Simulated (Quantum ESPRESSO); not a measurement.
**Refining one setting for HoAs (Fm-3m, 2 atoms in the cell)**

```xyz
2
Lattice="0.0000 2.9206 2.9206 2.9206 0.0000 2.9206 2.9206 2.9206 0.0000" Properties=species:S:1:pos:R:3 pbc="T T T"
Ho     2.9206     2.9206     2.9206
As     0.0000     0.0000     0.0000
```
Moments meant for the start (each program seeds them in its own way; μB, in the order of the atoms Ho As): 4.0 0.0.

Method of the run: PBEsol, SSSP 1.1.2 efficiency (PBE) pseudopotentials (plane waves; Quantum ESPRESSO).

The starting cell comes from a database of published, mostly measured structures (it also holds non-ambient and calculated ones), without a prior relaxation at this level. Its lattice was rescaled by a random factor within 2.5 % of one. With one magnetic atom in the cell only a parallel order is possible. With U or open f shells several self-consistent states can exist. The f electrons are in the valence without U or exact exchange, which can misplace them near the Fermi level. Spin-orbit terms, which matter for f shells, are left out. In the base run, with a pressure of about -4 GPa the cell is away from its equilibrium volume at this level.

Held fixed: occupations = smearing; smearing = gaussian; degauss = 0.019992 Ry; nspin = 2; input_dft = pbesol; potentials = {Ho: Ho.GGA-PBE-paw-v1.0.UPF, As: As.pbe-n-rrkjus_psl.0.2.UPF}; K_POINTS = automatic 5 5 5 0 0 0; conv_thr = 1e-10 Ry; mixing_beta = 0.4. Moved along with it: ecutrho.

ΔF is the free energy per atom less that of the last row (100 Ry).

The series runs over ecutwfc = 20 Ry; 25 Ry; 30 Ry; 35 Ry; 40 Ry; 45 Ry; 50 Ry; 57 Ry; 65 Ry; 75 Ry; 88 Ry; 100 Ry.

Problem. From which setting on does the energy stay within 10 meV/atom of the last one?

Solution. From ecutwfc = 40 Ry on; the one before it is off by 18 meV/atom.

Problem. From which setting on does the pressure stay within 0.2 GPa of the last one?

Solution. From ecutwfc = 40 Ry on; the one before it is off by 0.63 GPa. The value it settles on is -3.4 GPa at this level of theory and with the other settings as held.

```csv
ecutwfc,ΔF (meV/atom),pressure (GPa),size of the net moment (μB/atom),plane waves,iterations
20 Ry,179.0,-9.99,1.91,531,29
25 Ry,76.6,-3.92,1.91,728,20
30 Ry,49.4,-4.39,1.91,951,23
35 Ry,17.8,-4.02,1.91,1243,27
40 Ry,6.9,-3.50,1.91,1459,19
45 Ry,5.7,-3.45,1.91,1736,26
50 Ry,4.3,-3.50,1.91,2020,20
57 Ry,1.64,-3.48,1.91,2455,20
65 Ry,0.82,-3.37,1.91,2992,23
75 Ry,0.50,-3.45,1.91,3695,25
88 Ry,0.07,-3.40,1.91,4711,32
100 Ry,0.00,-3.40,1.91,5769,20
```
